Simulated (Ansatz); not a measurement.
Se vacancy (V_Se) (chalcopyrite CuGaSe2 host)

Method: PBE, PAW (plane waves to 420 eV; Ansatz, a program for electronic structure). Details: 64-site cell; 2×2×2 shifted k-points; start: the Se site; no Hubbard U; the functional closes the host's gap; finite-size errors of tenths of an eV.

Neighbours after relaxation, in Å: of the emptied site: Ga 2.02, Ga 2.02, Cu 3.00, Cu 3.00.

```
charge         moment (μB)  largest move off a lattice site (Å)
------  ------------------  -----------------------------------
0       not spin-polarised                                 0.57
```

All states together cost about 2.4 core-hours (a rough figure).
